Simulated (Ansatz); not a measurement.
## InSb: biaxial strain +2.08 %, plane normal [111], relaxed out of plane

The parent structure is InSb in the zinc blende structure (space group F-43m, No. 216; a = 6.556 Å). Axes: x, y, z lie along the cube axes.

It is then changed as follows: biaxial strain +2.08 %, plane normal [111], relaxed out of plane (Cartesian); in-plane vectors clamped, the third vector and the atoms free.

All numbers come from r2SCAN, PAW, 500 eV (Ansatz, an electronic-structure program; without spin-orbit coupling). Settings: 12×12×12 k-points, 0.05 eV Fermi–Dirac smearing.

The space group changes from F-43m (No. 216) to R3m (No. 160) and the shortest interatomic distance grows by 0.005 Å to 2.844 Å. The energy increases by 8.4 meV/atom and the pressure (mean of the normal stresses, compression positive) goes from zero to -1.2 GPa. The band gap goes from zero to 0.06 eV and the gap character comes out as indirect, Γ–S₀ (8 % along) → Γ. The smallest direct gap changes from zero to 0.21 eV and the valley order (the lowest conduction-band minima on the path, energy above the VBM, named in the base's zone) changes from Γ 0.02 eV; L along ⟨111⟩ 0.77 eV; a point along ⟨100⟩, about 0.8 Å⁻¹ from Γ 1.48 eV to Γ 0.06 eV; L along [111] 0.37 eV; L along [1-1-1] 0.71 eV; a point along [001], about 0.8 Å⁻¹ from Γ 1.37 eV. The out-of-plane strain amounts to -1.15 % (rough) and the mean in-plane stress (compression positive) comes out as -1.8 GPa (rough).

Final structure (turned so that z lies along the plane normal):

```
CELL_PARAMETERS angstrom
      4.73232     0.00000     0.00000
      2.36616     4.09831     0.00000
      2.36616    -1.36610     3.74158
ATOMIC_POSITIONS crystal
  In 0.00337 0.99831 0.99494
  Sb 0.49663 0.25169 0.75506
```

Without a gap, meshes like the base's 12×12×12 leave anisotropic stresses uncertain by several tenths of a GPa, and small strain energies with them. With Sb present, leaving out spin-orbit coupling can change the band edges. Whether these cells are dynamically stable was not tested. The final runs are not spin-polarised. Gaps under 0.05 eV, about the width of the smearing, are given as zero. A zero or small gap of InSb can be the functional's error rather than a property of the material. Labels are those of the standard path for the cell's own space group.
